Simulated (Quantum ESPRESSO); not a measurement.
# Quick settings and what they miss: CuAgO2 (Pmmm, 4 atoms in the cell)

Self-consistent single point.

```xyz
4
Lattice="2.8742 0.0000 0.0000 0.0000 3.4226 0.0000 0.0000 0.0000 5.5150" Properties=species:S:1:pos:R:3 pbc="T T T"
Cu     1.4371     1.7113     2.7575
Ag     0.0000     0.0000     0.0000
O      0.0000     1.7113     1.4937
O      0.0000     1.7113     4.0212
```

Level of theory: LDA (PZ), GBRV 1.5 ultrasoft (LDA) pseudopotentials (plane waves; Quantum ESPRESSO).

Base settings: ecutwfc = 50 Ry; ecutrho = 400 Ry; occupations = smearing; smearing = mp; degauss = 0.0036749 Ry; potentials = {Cu: cu_lda_v1.2.uspp.F.UPF, Ag: ag_lda_v1.4.uspp.F.UPF, O: o_lda_v1.2.uspp.F.UPF}; K_POINTS = automatic 8 7 4 1 1 1; conv_thr = 1e-10 Ry.

Tight run (finer mesh or higher cutoff; not a proven limit): ecutwfc: 50 Ry → 70 Ry; ecutrho: 400 Ry → 560 Ry; conv_thr: 1e-10 Ry → 7.3e-11 Ry; K_POINTS: automatic 8 7 4 1 1 1 → automatic 11 10 6 1 1 1. It gave Fermi level (on the code's own zero) 9.22 eV; pressure -14.08 GPa; largest force (vector length) 0.250 eV/Å.

Quick runs, as changes from the base:
- A: the base itself
- B: ecutwfc: 50 Ry → 25 Ry; ecutrho: 400 Ry → 200 Ry; degauss: 0.0036749 Ry → 0.0099958 Ry; K_POINTS: automatic 8 7 4 1 1 1 → automatic 8 8 8 1 1 1
- C: ecutwfc: 50 Ry → 60 Ry; ecutrho: 400 Ry → 480 Ry; degauss: 0.0036749 Ry → 0.0099958 Ry; pseudopotentials: {Cu: cu_lda_v1.2.uspp.F.UPF, Ag: ag_lda_v1.4.uspp.F.UPF, O: o_lda_v1.2.uspp.F.UPF} → {Cu: Cu_ONCV_PBE-1.0.oncvpsp.upf, Ag: Ag_ONCV_PBE-1.0.oncvpsp.upf, O: O.pbe-n-kjpaw_psl.0.1.UPF}; K_POINTS: automatic 8 7 4 1 1 1 → automatic 6 6 6 1 1 1; input_dft: default → pbesol [PBEsol]
- D: ecutwfc: 50 Ry → 45 Ry; ecutrho: 400 Ry → 360 Ry; pseudopotentials: {Cu: cu_lda_v1.2.uspp.F.UPF, Ag: ag_lda_v1.4.uspp.F.UPF, O: o_lda_v1.2.uspp.F.UPF} → {Cu: Cu_ONCV_PBE-1.0.oncvpsp.upf, Ag: Ag_ONCV_PBE-1.0.oncvpsp.upf, O: O.pbe-n-kjpaw_psl.0.1.UPF}; K_POINTS: automatic 8 7 4 1 1 1 → automatic 3 3 3 1 1 1; input_dft: default → pbesol [PBEsol]
- E: ecutwfc: 50 Ry → 30 Ry; ecutrho: 400 Ry → 240 Ry; smearing: mp → fd; degauss: 0.0036749 Ry → 0.019992 Ry; conv_thr: 1e-10 Ry → 7.3e-05 Ry; K_POINTS: automatic 8 7 4 1 1 1 → automatic 6 6 6 1 1 1
- F: ecutwfc: 50 Ry → 25 Ry; ecutrho: 400 Ry → 200 Ry; conv_thr: 1e-10 Ry → 7.3e-06 Ry; K_POINTS: automatic 8 7 4 1 1 1 → automatic 4 4 4 1 1 1

Energies are extrapolated to zero smearing width, which holds to low order in the width alone (under cold and Methfessel-Paxton smearing the free energy itself is taken).

Dashes: energy of C, D, another energy zero; pressure of E, F, not trusted under this conv_thr with d or f elements.

† marks runs with another functional, U, potentials or spin treatment: their distance from the tight run is not a convergence error alone.

The count of work is k-points × plane waves × bands × iterations; it is no time. 

The starting cell comes from a database of computed structures (which also holds hypothetical and non-ambient phases and stackings), without a prior relaxation at this level. Its lattice was rescaled by a random factor within 2.5 % of one. Spin polarisation is off, so a magnetic state, if there is one, cannot be reached. In the base run, with a pressure of about -14 GPa the cell is away from its equilibrium volume at this level. The run gives no clean gap (levels at the Fermi energy touch, overlap or are partly filled at this smearing), which alone does not show that the compound is a metal.

```
run  energy less tight (meV/atom)  pressure less tight (GPa)  largest miss in a force vector (eV/Å)  count of work / tight
---  ----------------------------  -------------------------  -------------------------------------  ---------------------
A                            22.8                       0.12                                  0.034                   0.22
B                          2661.3                    -196.31                                  0.366                   0.15
C†                              –                     -26.53                                  0.081                   0.20
D†                              –                    -251.28                                  0.236                  0.040
E                           361.8                          –                                  0.275                  0.055
F                          2682.2                          –                                  0.359                  0.014
```

Among the runs at the tight run's level, the energy misses run from 22.8 to 2682.2 meV/atom.
